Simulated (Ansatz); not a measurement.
Given:

```
CELL_PARAMETERS angstrom
      4.44464     0.00000     0.00000
      2.22232     3.84917     0.00000
      2.22232    -1.28306     3.50392
ATOMIC_POSITIONS crystal
  Ga 0.00309 0.99846 0.99537
  Sb 0.49691 0.25154 0.75463
```

No spin polarisation.

The values are results of r2SCAN in Ansatz (plane waves to 500 eV, PAW, no spin-orbit coupling), not measurements. Γ-centred 13×13×13 mesh, Fermi–Dirac width 0.05 eV.

**Question.** Predict the gap character, band gap, in-plane stress and smallest direct gap.

**Answer.** The gap character is indirect, Γ–S₀ (7 % along) → Γ and the band gap is 0.13 eV. The mean in-plane stress (compression positive) is -2.8 GPa and the smallest direct gap comes out as 0.23 eV.

With Sb present, leaving out spin-orbit coupling can change the band edges. The cells carry an imposed strain or load. Stability against distortions was not tested. The cell was made from GaSb in the zinc blende structure (space group F-43m, No. 216) by this change: biaxial strain +2.50 %, plane normal [111], relaxed out of plane. A zero or small gap of GaSb under biaxial strain +2.50 %, plane normal [111], relaxed out of plane can be the functional's error rather than a property of the material.

Ansatz is a program for electronic structure.
